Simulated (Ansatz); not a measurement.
Cell and atoms of amorphous Hf18O37Mg:

```xyz
56
Lattice="9.3471 0.0397 -0.2810 0.0397 9.2327 -0.5106 -0.2810 -0.5106 8.5775" Properties=species:S:1:pos:R:3 pbc="T T T"
Hf     8.4138     8.7463     6.2880
Hf     8.0095     0.7182     1.3477
Hf     5.6356     4.5592     0.3918
Hf     2.7601     0.5798     4.2392
Hf     3.6746     2.1584     7.1509
Hf     8.6307     6.2670     0.5093
Hf     3.6629     3.6326     3.3471
Hf     6.0381     1.5830     4.7624
Hf     2.1930     8.5453    -0.0128
Hf     4.0653     7.7254     6.2118
Hf     0.5284     2.6228     5.6533
Hf     6.4310     4.6542     5.7449
Hf     3.6279     6.8751     2.6066
Hf     1.8660     5.0070     7.7648
Hf     7.8018     3.6306     2.9821
Hf     1.0820     2.5922     0.5673
Hf     0.7897     5.7994     4.4831
Hf     7.4485     7.3353     3.3977
O      0.6131     4.7273     6.1847
O     -0.1278     1.2469     7.2139
O      6.9731    -0.2022     8.1675
O      7.0668     1.6158     2.9352
O      5.1327     2.6415     0.3709
O      6.8730     4.9730     7.7397
O      3.8244     4.3540     7.6510
O      2.5217     6.6970     0.8431
O      5.5234     2.8206     6.3688
O      7.1537     5.1286     1.6936
O     -0.0194     6.3725     2.7276
O      4.4672     1.5416     3.3876
O      2.8191     2.6682     5.1242
O      4.3819     5.0150     1.8967
O      4.4064     8.6191    -0.4276
O      4.2562     0.5151     5.9427
O      7.7940     2.8778     5.1045
O      5.3263     6.3055     5.7549
O      2.5253     2.7517     1.9697
O      2.7233     5.3890     3.8481
O      0.6457     4.7667     0.4462
O      5.4752     7.3829     2.9895
O      9.1188     7.5137     4.8397
O      7.7479     8.0640     1.5157
O      2.8860     7.8773     4.3343
O      0.6301     0.6014     1.1843
O      0.3647     3.7953     3.8434
O      7.6684     5.4548     4.3213
O      0.8670     0.9964     4.5279
O      3.0142     8.9234     1.8935
O     -0.0571     7.0564     8.0497
O      1.7646     2.9112     7.4442
O      8.5397     2.7551     1.1954
O      7.0265    -0.1952     5.2244
O      2.4686     0.7307     8.3319
O      2.3086     6.8439     6.7700
O      5.6686     3.7310     3.9422
Mg     4.2412     1.0952     1.3426
```

All values below come from PBE, scalar-relativistic without spin-orbit coupling (plane waves to 420 eV, PAW; Ansatz, an electronic-structure program).

It comes from a melt-quench run on a machine-learned potential (CHGNet), relaxed afterwards by DFT. O atoms were pushed apart under 1.9 Å during the dynamics, to hinder bonds among them. The hot cell started wider than the set density and was brought back towards it in steps. It is the lowest in DFT energy of 2 quenches. It is a model cell: composition and starting density were chosen by hand, and all elements were melted together. No dispersion term was used. Its density started from a set value of 8.82 and ended at 8.63 g/cm³. The simulated quench (nominally 450 K/ps over its main leg) is rapid and tends to freeze in more defects than a deposited or slowly cooled glass has. One small periodic cell is one sample of the glass; other quenches scatter about these values. Volume and shape were free in the relaxation.

Neighbours within Hf-Hf 3.34 Å, Hf-O 2.58 Å, Hf-Mg 3.27 Å, O-O 1.58 Å, O-Mg 2.48 Å, Mg-Mg 3.19 Å count as bonded. Two cations that share two anions don't count as bonded, nor two that share one unless they lie closer than Hf-Hf 3.25 Å, Hf-Mg 3.18 Å, Mg-Mg 3.10 Å.

### Question
Give the coordination numbers, mean bond lengths and angles.

### Answer

Mean coordination of Hf by anions: 6.11 (4 with 5, 8 with 6, 6 with 7)
Mean coordination of O: 3.14 (4 with 2, 24 with 3, 9 with 4)
Mean coordination of Mg by anions: 6.00 (1 with 6)
Mean Hf-O bond: 2.130 Å (spread 0.108 Å, 110 counted)
Mean O-Mg bond: 2.180 Å (spread 0.137 Å, 6 counted)
Bond angle at Hf: mean 102.4°, spread 28.1°
Bond angle at O: mean 113.2°, spread 18.8°
Bond angle at Mg: mean 100.4°, spread 30.3°

### Question
List the pairs of like atoms that count as bonded by the rules above.

### Answer
There are none by these rules.
